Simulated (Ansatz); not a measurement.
**Several settings converged on TaBeB (P3m1, 3 atoms in the cell)**

```
TaBeB
1.0
    3.24015     0.00000     0.00000
   -1.62007     2.80605     0.00000
    0.00000     0.00000     3.23636
Ta Be B
1 1 1
Cartesian
  0.00000   0.00000   0.05000
  0.00000   1.87070   1.61818
  1.62008   0.93535   1.61818
```

Base method: LDA (PW92), default PAW files made with PBE (plane waves; Ansatz, a quantum-chemistry and plane-wave program).

Base settings: basis.ecutwfc = 420 eV; kpoints.mp_grid.grid = 12 12 10; hamiltonian.xc = lda; hamiltonian.pseudopotentials = {kind: paw} (the program's default PAW files); scf.occupations.method = fermi_dirac; scf.occupations.width = 0.1 eV.

The count of work is k-points × plane waves × bands × iterations; it is no time. Core times come from one kind of shared machine, to one figure; runs under 30 s give none.

**The cutoff for other potential files**

Level: DFT, LDA (PW92), plane waves, harder PAW files (source: ansatz) made with PBE.

In this ladder: hamiltonian.pseudopotentials = {kind: paw, source: ansatz}.

The second cell is the first with its lattice scaled by 0.98.

The mesh stays at the base's, so the ladder's end is converged at best in this setting alone.

The first pressure column holds Ansatz's estimate of the finite-basis (Pulay) stress, which hides part of the cutoff error; the other is without it.

Only quantities that move along the ladder and can be compared are tabulated.

```tsv
basis.ecutwfc	free energy less the last step's (meV/atom)	energy of the compressed cell less the first (meV/atom)	pressure (GPa)	pressure without the Pulay estimate (GPa)	count of work / last	core time / last (rough)
430 eV	201.89	5.92	-6.23	-22.91	0.11	–
530 eV	34.66	4.19	-6.60	-10.19	0.14	–
670 eV	2.73	4.29	-6.57	-6.90	0.21	–
815 eV	0.70	4.30	-6.57	-6.59	0.27	0.4
960 eV	0.42	4.29	-6.57	-6.59	0.36	0.4
1150 eV	0.20	4.28	-6.58	-6.58	0.46	0.5
1440 eV	0.11	4.27	-6.58	-6.58	0.63	0.7
1920 eV	0.00	4.27	-6.58	-6.58	1.0	1
```

Coarsest basis.ecutwfc that holds the pressure within 0.2 GPa of the last step, with all finer ones: 530 eV, at 0.14 of the last step's count of work; the step before is off by 0.34 GPa.

Coarsest basis.ecutwfc that holds the free energy within 5 meV/atom of the last step, with all finer ones: 670 eV, at 0.21 of the last step's count of work; the step before is off by 35 meV/atom.

Coarsest basis.ecutwfc that holds the energy of the compressed cell less the first within 0.2 meV/atom of the last step, with all finer ones: 530 eV, at 0.14 of the last step's count of work; the step before is off by 1.6 meV/atom.

The energy difference between the two cells stays within 1 meV/atom of the last step's from 530 eV on, the total only from 815 eV on: much of the error is common to both cells and cancels.

At the lowest cutoff the pressure without the Pulay estimate lies 16.3 GPa under the last step's, the usual sign of Pulay stress in an incomplete plane-wave basis.

**The relaxed cell against the cutoff**

On TaBeB (P-6m2, 3 atoms in the cell): atoms on their sites.

In this ladder: relax = cell and atoms.

The mesh stays at the base's, so the ladder's end is converged at best in this setting alone.

Only quantities that move along the ladder and can be compared are tabulated.

```csv
basis.ecutwfc,relaxed volume (Å³/atom),relaxation steps,core time / last (rough)
210 eV,9.556,14,0.4
250 eV,9.580,11,0.4
295 eV,9.564,8,–
355 eV,9.549,8,0.4
420 eV,9.549,6,0.4
505 eV,9.547,6,0.5
630 eV,9.547,6,0.6
840 eV,9.547,6,1
```

Coarsest basis.ecutwfc that holds the relaxed volume within 0.019 Å³/atom of the last step, with all finer ones: 295 eV; the step before is off by 0.032 Å³/atom.

On the base run: the starting cell comes from a database of computed structures (which also holds hypothetical and non-ambient phases and stackings), without a prior relaxation at this level. Its lattice was rescaled by up to half a per cent. One atom was moved a little off its site on purpose. Spin polarisation is off.

Keys are those of Ansatz 0.2.
